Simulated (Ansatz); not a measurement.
Ansatz (a program for electronic structure) run on TaBe2 (R3m, 6 atoms in the cell): self-consistent single point.

Method of the run: PBEsol, default PAW files made with PBE (plane waves; Ansatz).

The change in words: lattice scaled by 0.98; kpoints.mp_grid.grid: 9 9 9 → 14 14 14. Reference geometry:
```
CELL_PARAMETERS angstrom
      0.00000     3.24610     3.24610
      3.24610     0.00000     3.24610
      3.24610     3.24610     0.00000
ATOMIC_POSITIONS crystal
  Ta 0.75445 0.75445 0.75445
  Ta 0.50000 0.50000 0.50000
  Be 0.12500 0.62500 0.12500
  Be 0.12500 0.12500 0.12500
  Be 0.62500 0.12500 0.12500
  Be 0.12500 0.12500 0.62500
```

Reference input (self-consistent single point, DFT, PBEsol, plane waves, default PAW files made with PBE): basis.ecutwfc = 420 eV; kpoints.mp_grid.grid = 9 9 9; hamiltonian.xc = pbesol; hamiltonian.pseudopotentials = {kind: paw} (the program's default PAW files); scf.occupations.method = fermi_dirac; scf.occupations.width = 0.1 eV. This run's input differs from it in these lines:

Ansatz 0.2 input:
```diff
@@ -3,5 +3,5 @@
   lattice:
-    - [0.00000000, 3.24609700, 3.24609700]
-    - [3.24609700, 0.00000000, 3.24609700]
-    - [3.24609700, 3.24609700, 0.00000000]
+    - [0.00000000, 3.18117500, 3.18117500]
+    - [3.18117500, 0.00000000, 3.18117500]
+    - [3.18117500, 3.18117500, 0.00000000]
   atoms:
@@ -17,3 +17,3 @@
   mp_grid:
-    grid: [9, 9, 9]
+    grid: [14, 14, 14]
 hamiltonian:
```

The program printed (abridged):

```
SCF iter   1: F=—  HF=-19975.469105 eV  |F-HF|=—  |Δ(HF+E_count)|=         —  Δρ=4.53e-3  dr2=1.17e-2  ethr=1.77e-3  ⟨swp⟩=5.7  Hψ=32656  notcnv=0  defer=31
all-band conjugate gradients solve this SCF's bands
preconditioner: auto → Kerker (q_TF=auto, 2.453 Å⁻¹)
SCF iter   2: F=—  HF=-19975.467229 eV  |F-HF|=—  |Δ(HF+E_count)|=   1.88e-3  Δρ=2.53e-3  dr2=3.00e-3  ethr=3.44e-5  ⟨swp⟩=1.2  Hψ=9143  notcnv=0  defer=32
SCF iter   3: F=—  HF=-19975.466516 eV  |F-HF|=—  |Δ(HF+E_count)|=   7.13e-4  Δρ=5.10e-4  dr2=2.13e-4  ethr=8.83e-6  ⟨swp⟩=1.0  Hψ=6543  notcnv=0  defer=32
SCF iter   4: F=—  HF=-19975.466466 eV  |F-HF|=—  |Δ(HF+E_count)|=   4.99e-5  Δρ=9.93e-5  dr2=8.40e-6  ethr=6.28e-7  ⟨swp⟩=2.1  Hψ=8576  notcnv=0  defer=32
SCF iter   5: F=—  HF=-19975.466541 eV  |F-HF|=—  |Δ(HF+E_count)|=   7.51e-5  Δρ=7.32e-6  dr2=3.62e-8  ethr=2.47e-8  ⟨swp⟩=2.1  Hψ=8677  notcnv=0  defer=32
SCF iter   6: F=-19975.466541 eV  HF=-19975.466541 eV  |F-HF|=6.40e-10  |Δ(HF+E_count)|=   2.80e-9  Δρ=1.25e-6  dr2=1.13e-9  ethr=1.06e-10  ⟨swp⟩=3.9  Hψ=23814  notcnv=0
SCF 1 converged in 6 iterations: F = -19975.466541 eV  dr2 = 1.13e-9
Free energy (F): -19975.466541 eV
Internal energy: -19975.336232 eV  (E = F + TS)
E sigma→0 (E₀):  -19975.401387 eV
Entropy (-TS):   -0.130309 eV (-21.718 meV/atom)
Fermi energy:    13.773955 eV
--- Forces (eV/Å), atoms counted from 1 ---
  atom   1  Ta    -0.41996770    -0.41996770    -0.41996770
  atom   2  Ta     0.16656897     0.16656897     0.16656897
  atom   3  Be     0.06236776     0.08818356     0.06236776
  atom   4  Be     0.04047946     0.04047946     0.04047946
  atom   5  Be     0.08818356     0.06236776     0.06236776
  atom   6  Be     0.06236776     0.06236776     0.08818356
--- Stress (GPa, compression-positive) ---
        9.827310      -0.076016      -0.076016
       -0.076016       9.827310      -0.076016
       -0.076016      -0.076016       9.827310
  P = ⅓ Tr σ = 9.8273 GPa (98.273 kbar)
  The stress holds the Pulay correction. Without it, at fixed plane waves, as pw.x and ABINIT print it: P = 9.7774 GPa
```

The run converged in 6 iterations. Against the reference run the free energy rises by 16.4 meV/atom, the pressure goes from -1.52 to 9.83 GPa and the largest force goes from 0.630 to 0.727 eV/Å.

The starting cell comes from a database of computed structures (which also holds hypothetical and non-ambient phases and stackings), without a prior relaxation at this level. Its lattice was rescaled by up to half a per cent. One atom was moved a little off its site on purpose. For this run, on top of that: lattice scaled by 0.98. Spin polarisation is off. With a pressure of about 10 GPa the cell is away from its equilibrium volume at this level. Ansatz's pressure includes its estimate of the finite-basis (Pulay) stress.
